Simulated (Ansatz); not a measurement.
The reference is ZnF2 in the anatase structure (space group I4_1/amd, No. 141; a = 4.024 Å, c = 10.059 Å; a hypothetical phase, not in the database extracts checked). Axes: x, y, z lie along a, b, c of the conventional cell.

The values are results of DFT with PBE, PAW potentials and a 420 eV plane-wave cutoff in Ansatz (a quantum-chemistry and plane-wave program), scalar-relativistic without spin-orbit coupling, not measurements.

For the base:

The smallest direct gap is 4.25 eV and the band gap comes out as 3.63 eV.

Perturbation: strain tensor (xx, yy, zz, yz, xz, xy) = (+1.24, −2.34, −0.30, −0.22, +0.29, −0.28) %; the atoms relax in the strained cell.

Q: How does this affect the smallest direct gap, band gap, energy relative to the base and stress?

A: The smallest direct gap goes up by 0.038 eV to 4.28 eV; the band gap remains 3.63 eV; the energy increases by 3.0 meV/atom; the stress (xx, yy, zz, yz, xz, xy; compression positive) amounts to (-0.19, 2.87, 1.10, 0.06, -0.07, 0.09) GPa.

No phonon test of stability was made.
